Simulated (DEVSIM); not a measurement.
**abrupt Si p-n junction**

Structure: abrupt Si p-n junction, at 300 K.

| layer (left to right) | material | thickness (μm) | Nd (cm⁻³) | Na (cm⁻³) | τn (s) | τp (s) |
|---|---|---|---|---|---|---|
| 1 | Si | 24.0 | - | 5.1e16 | 2.6e-7 | 2.6e-7 |
| 2 | Si | 3.90 | 2e15 | - | 2.6e-7 | 2.6e-7 |

Left contact: ohmic. Right contact: ohmic. Voltage is applied to the left contact. Recombination: SRH at mid-gap. Mobility is μmin + (μ − μmin)/(1 + (N/Nref)^α).

The device is made up for the run: typed textbook-type constants, with dimensions and the other settings drawn at random. Values at 300 K.

| parameter | Si |
|---|---|
| gap (eV) | 1.124 |
| affinity (eV) | 4.05 |
| permittivity | 11.7 |
| Nc (cm⁻³) | 2.86e19 |
| Nv (cm⁻³) | 3.1e19 |
| μn (cm²/Vs) | 1417 |
| μp (cm²/Vs) | 470 |
| μn,min | 52 |
| μp,min | 45 |
| Nref,n | 9.7e16 |
| Nref,p | 2.2e17 |
| αn | 0.68 |
| αp | 0.72 |

Model (solved in DEVSIM): 1D drift-diffusion, Boltzmann statistics, complete ionisation; no tunnelling, impact ionisation, image-force lowering or self-heating.

```
Item                                                Value
---------------------------------------------  ----------
Potential step across the device at zero bias     0.711 V
Largest field in the device at zero bias       21000 V/cm
Dark forward voltage at 1 A/cm²                   0.569 V
Dark forward voltage at 100 A/cm²                 0.793 V
```

Dark reverse current:

| V (V) | J (A/cm²) |
|---|---|
| -0.40 | -8.6e-8 |
| -1.00 | -1.7e-7 |
| -2.00 | -2.7e-7 |
| -3.00 | -3.5e-7 |
| -4.00 | -4.2e-7 |
| -6.00 | -5.3e-7 |
| -8.00 | -6.3e-7 |
| -10.00 | -7.2e-7 |
| -13.00 | -8.4e-7 |

Dark forward current:

```json
[
 {"V (V)": "0.05", "J (A/cm²)": "4.1e-8"},
 {"V (V)": "0.10", "J (A/cm²)": "1.6e-7"},
 {"V (V)": "0.20", "J (A/cm²)": "2.0e-6"},
 {"V (V)": "0.25", "J (A/cm²)": "8.7e-6"},
 {"V (V)": "0.35", "J (A/cm²)": "0.00028"},
 {"V (V)": "0.40", "J (A/cm²)": "0.0018"},
 {"V (V)": "0.50", "J (A/cm²)": "0.079"},
 {"V (V)": "0.55", "J (A/cm²)": "0.52"},
 {"V (V)": "0.60", "J (A/cm²)": "2.9"},
 {"V (V)": "0.70", "J (A/cm²)": "31"},
 {"V (V)": "0.75", "J (A/cm²)": "63"},
 {"V (V)": "0.85", "J (A/cm²)": "170"},
 {"V (V)": "0.90", "J (A/cm²)": "240"},
 {"V (V)": "0.95", "J (A/cm²)": "340"},
 {"V (V)": "1.05", "J (A/cm²)": "600"},
 {"V (V)": "1.10", "J (A/cm²)": "760"},
 {"V (V)": "1.20", "J (A/cm²)": "1200"},
 {"V (V)": "1.25", "J (A/cm²)": "1400"},
 {"V (V)": "1.35", "J (A/cm²)": "1900"},
 {"V (V)": "1.40", "J (A/cm²)": "2200"}
]
```
